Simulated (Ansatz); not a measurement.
Data:

```xyz
5
Lattice="3.8410 0.0000 0.0000 0.0000 3.8410 0.0000 0.0000 0.0000 3.8410" Properties=species:S:1:pos:R:3 pbc="T T T"
Ca     1.9205     1.9205     1.9205
Ti     0.0000     0.0000     0.0000
O      0.0000     1.9205     0.0000
O      1.9205     0.0000     0.0000
O      0.0000     0.0000     1.9205
```

These are PBEsol, rigid bands (plane waves, PAW, scalar-relativistic; Ansatz, an electronic-structure program) values and carry that method's errors. Geometry: cell and atoms relaxed with PBEsol.

Question: What conductivity effective mass do dilute holes have at 300 K?

Answer: 1.82 mₑ.

Question: What conductivity effective mass do dilute electrons have at 300 K?

Answer: 0.61 mₑ.

Question: And the band gap?

Answer: 1.89 eV at this level; semilocal functionals usually fall short of the measured gap.

Rigid bands, one relaxation time for all states, no polarons. Spin-orbit coupling is left out; where it splits the top of the valence band it changes the hole mass and lowers the gap by about a third of the splitting.

CaTiO3 (Pm-3m): a high-temperature phase held by its symmetry.
